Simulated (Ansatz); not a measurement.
The starting structures come from a database of crystals and need not be the phases stable at ambient conditions.

 Where the default PAW files enter, the runs use the earlier of Ansatz's two default sets.

Inside the gap of an insulator the Bloch states are evanescent, with a wavenumber k + iκ along the transport direction.

Input:

```xyz
3
Lattice="6.6515 0.0000 0.0000 3.3257 6.3005 -0.1365 3.3257 -0.5453 1.8411" Properties=species:S:1:pos:R:3 pbc="T T T"
Sn     0.0000     0.0000     0.0000
Se     8.8686     4.2273     1.2520
Se     4.4343     1.5279     0.4525
```

Space group of this cell: P-3m1, CdI2 type. The cell was relaxed by PBE-D3(BJ).

Transport runs along the normal of the first two printed cell vectors, the (111) plane of the conventional cell.

The gap is the functional's own, uncorrected, and κ follows it; spin-orbit coupling is left out. Mid-gap values are interpolated between the computed energies.

State the band gap and the smallest decay constant κ at mid-gap according to r2SCAN in Ansatz (a quantum-chemistry and plane-wave program).

Gap 0.62 eV on a 16×16×16 mesh; κ = 0.114 1/Å, at the zone centre.
